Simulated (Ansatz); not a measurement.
# ZnSe under load (space group I-4m2): band-edge transport data

```xyz
2
Lattice="0.0000 2.8790 2.6585 2.8790 0.0000 2.6585 2.8790 2.8790 0.0000" Properties=species:S:1:pos:R:3 pbc="T T T"
Zn     0.0000     0.0000     0.0000
Se     1.4395     1.4395     1.3292
```

All values below come from PBE with spin-orbit coupling, rigid bands (plane waves, PAW; Ansatz, an electronic-structure program). Condition of this run: uniaxial stress along [001] of 2.4 GPa (compression positive) (the target of the relaxation). Geometry: cell and atoms relaxed with PBEsol, then loaded as said.

```yaml
band_gap: 1.16 eV
electron conductivity mass (300 K, dilute): 0.111 (x), 0.111 (y), 0.106 (z) mₑ
hole conductivity mass (300 K, dilute): 0.61 (x), 0.61 (y), 0.24 (z) mₑ
effective density of states N_c (300 K): 8.4e17 cm⁻³
effective density of states N_v (300 K): 6.2e18 cm⁻³
density_of_states_mass_electrons: 0.104 mₑ
density_of_states_mass_holes: 0.39 mₑ
Seebeck coefficient, n-type 1e19 cm⁻³, 300 K: -69 μV/K
Seebeck coefficient, p-type 1e19 cm⁻³, 300 K: 212 μV/K
```

Rigid bands; masses and Seebeck coefficients take one relaxation time τ for all states and one kind of carrier; polarons and phonon drag are left out. Geometry: cell and atoms relaxed with PBEsol.
